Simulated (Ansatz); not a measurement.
Base system: ZrO2 in the fluorite structure (space group Fm-3m, No. 225; a = 5.0893 Å). Axes: x, y, z lie along the cube axes.

Method: r2SCAN (Ansatz, a first-principles code, PAW, without spin-orbit coupling).

Base values:

| Property | Value |
|---|---|
| Valley order | Γ 3.89 eV; X along ⟨100⟩ 4.29 eV; a point along ⟨110⟩, about 0.8 Å⁻¹ from Γ 4.29 eV; L along ⟨111⟩ 4.50 eV |
| Volume per atom | 10.99 Å³ |
| Smallest direct gap | 4.29 eV |

The change: uniaxial stress, 0.5 GPa tension along x, with the cell and atoms free to relax against it.

Problem. Estimate the effect on the valley order.

Solution. The valley order (the lowest conduction-band minima on the path, energy above the VBM, named in the base's zone) goes from Γ 3.89 eV; X along ⟨100⟩ 4.29 eV; a point along ⟨110⟩, about 0.8 Å⁻¹ from Γ 4.29 eV; L along ⟨111⟩ 4.50 eV to Γ 3.88 eV; X along [100] 4.28 eV; X along [010] 4.28 eV; a point along [011], about 0.8 Å⁻¹ from Γ 4.29 eV.

Problem. Estimate the effect on the volume per atom.

Solution. The volume per atom is still 10.99 Å³.

Problem. Estimate the effect on the smallest direct gap.

Solution. The smallest direct gap hardly moves (4.29 eV against 4.28 eV).

Load acts through the strain it causes; cell and atoms are relaxed under it. Beyond what the load breaks, stability against distortions was not tested. This is not the structure that ZrO2 has at room temperature and ambient pressure.
